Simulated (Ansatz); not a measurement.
RhB in the NiAs type structure (space group P6_3/mmc, No. 194; a cell from a computed database, its experimental status unchecked)

```cif
data_B2Rh2
_chemical_formula_sum 'B2 Rh2'
_space_group_name_H-M_alt 'P63/mmc'
_space_group_IT_number 194
_space_group_name_Hall '-P 6c 2c'
_cell_length_a 3.35510
_cell_length_b 3.35510
_cell_length_c 4.08814
_cell_angle_alpha 90.000
_cell_angle_beta 90.000
_cell_angle_gamma 120.000
loop_
_atom_site_label
_atom_site_type_symbol
_atom_site_symmetry_multiplicity
_atom_site_Wyckoff_symbol
_atom_site_fract_x
_atom_site_fract_y
_atom_site_fract_z
_atom_site_occupancy
B1 B 2 a 0.00000 0.00000 0.00000 1
Rh1 Rh 2 c 0.33333 0.66667 0.25000 1
```

Level of theory: PBEsol (Ansatz, a quantum-chemistry and plane-wave program, PAW, spin-orbit coupling left out). Settings: 16×16×11 k-points, 0.05 eV Fermi–Dirac smearing.

| Item | Result |
|---|---|
| Volume per atom | 9.96 Å³ |
| Density | 9.48 g/cm³ |
| Band gap | zero |
| Total energy | -3246.140 eV/atom (σ→0; compares only within this code and set-up) |

Whether these cells are dynamically stable was not tested. All final runs are without spin polarisation.
